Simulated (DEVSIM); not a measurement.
Device: Ru/HfO2/p-In0.53Ga0.47As capacitor, at 300 K.

Layer 1 from the left is HfO2, thickness (nm) 27.0. Layer 2 from the left is In0.53Ga0.47As, thickness (nm) 770, Na (cm⁻³) 5.4e17.

Metal gate on the left, work function 4.7 eV. Fixed charge at the semiconductor interface 2.5e12 cm⁻² (in units of +e); no interface traps.

This is a model device: material constants are rounded textbook-type values typed into the input, and sizes, dopings and lifetimes were drawn at random. Values at 300 K.

HfO2: gap (eV) 5.7, affinity (eV) 2.5, permittivity 22. In0.53Ga0.47As: gap (eV) 0.74, affinity (eV) 4.51, permittivity 13.9, Nc (cm⁻³) 2.1e17, Nv (cm⁻³) 7.7e18.

Simulated with DEVSIM: 1D Poisson equation in equilibrium, Boltzmann statistics, complete ionisation; no quantum confinement or tunnelling. Metal contacts follow the ideal Schottky-Mott rule: no Fermi-level pinning, no interface dipoles.

### Question
What does the simulation give for the minimum of the low-frequency capacitance?

### Answer
minimum of the low-frequency capacitance 0.220 μF/cm².
